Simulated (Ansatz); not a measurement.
**A computed series for hypothetical diamond Ni: pressure series**

Take Ni in the diamond structure (space group Fd-3m, No. 227; a = 5.007 Å; ferromagnetic; a hypothetical phase, not in the database extracts checked) as the base.

Cell and atoms are relaxed at each pressure.

All numbers come from PBEsol (Ansatz, a program for electronic structure), without spin-orbit coupling.

Notes on the quantities. enthalpy: H = E + PV relative to the base's energy.

```json
[
 {"change": "base", "lattice parameter a": "5.007 Å", "enthalpy": "–"},
 {"change": "pressure −2 GPa", "lattice parameter a": "5.039 Å", "enthalpy": "-0.20 eV/atom"},
 {"change": "pressure −1 GPa", "lattice parameter a": "5.023 Å", "enthalpy": "-0.10 eV/atom"},
 {"change": "pressure 0.3 GPa", "lattice parameter a": "5.002 Å", "enthalpy": "+0.03 eV/atom"},
 {"change": "pressure 0.7 GPa", "lattice parameter a": "4.996 Å", "enthalpy": "+0.07 eV/atom"},
 {"change": "pressure 1.5 GPa", "lattice parameter a": "4.984 Å", "enthalpy": "+0.15 eV/atom"},
 {"change": "pressure 3 GPa", "lattice parameter a": "4.964 Å", "enthalpy": "+0.29 eV/atom"},
 {"change": "pressure 5 GPa", "lattice parameter a": "…", "enthalpy": "+0.48 eV/atom"},
 {"change": "pressure 7.5 GPa", "lattice parameter a": "4.907 Å", "enthalpy": "+0.71 eV/atom"},
 {"change": "pressure 10 GPa", "lattice parameter a": "4.880 Å", "enthalpy": "+0.94 eV/atom"}
]
```

Question: Complete the table.

Answer: 
- pressure 5 GPa, lattice parameter a: 4.937 Å

Other magnetic orders, which the real material may have, were not ruled out. Load acts through the strain it causes; cell and atoms are relaxed under it. No phonon test of stability was made. Competing high-pressure phases were not computed.
